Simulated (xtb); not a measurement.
xtb 6.7.1, GFN2-xTB: C(#Cc1ccco1)c1ccc2c(c1)oc1ccccc12, 30 atoms. The geometry is a generated start, not checked to be a minimum at this level.

```json
{
  "run_flags": "--grad",
  "method": "GFN2-xTB",
  "--acc": "1 (default)",
  "--etemp (K)": "300 (default)",
  "basis_functions": "90",
  "valence_electrons": "94"
}
```

```xyz
30

C      2.2494     0.0127    -0.0965
C      3.4386     0.1697    -0.0328
C      4.8384     0.3532     0.0411
C      5.6079     1.2755     0.7085
C      6.9536     0.9534     0.3992
C      6.9053    -0.1416    -0.4340
O      5.6163    -0.5136    -0.6570
C      0.8335    -0.1793    -0.1761
C      0.3224    -1.2269    -0.9513
C     -1.0603    -1.4454    -1.0528
C     -1.9334    -0.5882    -0.3575
C     -1.3851     0.4406     0.4015
C     -0.0181     0.6838     0.5226
O     -2.3671     1.1675     1.0026
C     -3.5545     0.6124     0.6350
C     -4.8110     1.0608     1.0365
C     -5.9137     0.3524     0.5481
C     -5.7486    -0.7468    -0.2985
C     -4.4704    -1.1751    -0.6856
C     -3.3465    -0.4763    -0.2054
H      5.2469     2.0770     1.3370
H      7.8478     1.4558     0.7402
H      7.6559    -0.7428    -0.9280
H      1.0012    -1.8880    -1.4878
H     -1.4442    -2.2615    -1.6574
H      0.3511     1.5017     1.1293
H     -4.9207     1.9150     1.6934
H     -6.9164     0.6642     0.8333
H     -6.6242    -1.2797    -0.6637
H     -4.3542    -2.0307    -1.3439
```

One run each on 1 thread. Values of broydamp tried: 0.02, 0.05, 0.1, 0.2, 0.4 (default), 0.6, 0.8, 1.

**Question.** How does the count of SCC iterations change with broydamp, and where is it least?

**Answer.** Fewest SCC iterations, within one of each other: 0.2 with 12, 0.4 (default) with 12, 0.6 with 12, 0.8 with 13, 1 with 13. The count rises to 18 at 0.02. All converge to one solution.

```json
[
 {"broydamp": "0.02", "SCC iterations": "18", "end": "same solution"},
 {"broydamp": "0.05", "SCC iterations": "16", "end": "same solution"},
 {"broydamp": "0.1", "SCC iterations": "14", "end": "same solution"},
 {"broydamp": "0.2", "SCC iterations": "12", "end": "same solution"},
 {"broydamp": "0.4 (default)", "SCC iterations": "12", "end": "same solution"},
 {"broydamp": "0.6", "SCC iterations": "12", "end": "same solution"},
 {"broydamp": "0.8", "SCC iterations": "13", "end": "same solution"},
 {"broydamp": "1", "SCC iterations": "13", "end": "same solution"}
]
```
